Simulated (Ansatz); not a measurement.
The starting structures come from a database of crystals and need not be the phases stable at ambient conditions.

 Where the default PAW files enter, the runs use the earlier of Ansatz's two default sets.

Given:

```xyz
12
Lattice="5.1207 0.0000 0.0000 2.4146 4.5157 0.0000 1.1598 0.6950 5.7653" Properties=species:S:1:pos:R:3 pbc="T T T"
Na     3.3528     2.0092     4.2709
Na     5.3423     3.2014     1.4944
Na     0.0000     0.0000     0.0000
Na     0.5799     0.3475     2.8827
C      5.8744     3.5203     4.3281
C      2.8208     1.6904     1.4372
O      6.9049     4.1379     4.8004
O      1.7902     1.0728     0.9649
O      3.9142     1.0455     1.6823
O      4.7809     4.1652     4.0831
O      5.9275     2.2519     4.0831
O      2.7677     2.9587     1.6823
```

Space group of this cell: C2/m. The cell is taken as given.

Transport runs along the normal of the first two printed cell vectors.

No gap correction and no spin-orbit coupling; mid-gap values are interpolated between computed energies.

Question: Estimate the band gap and the smallest decay constant κ at mid-gap that r2SCAN (Ansatz, a first-principles code) returns for this system.

Answer: Gap 4.91 eV on a 8×8×6 mesh; κ = 0.546 1/Å, at the zone centre.
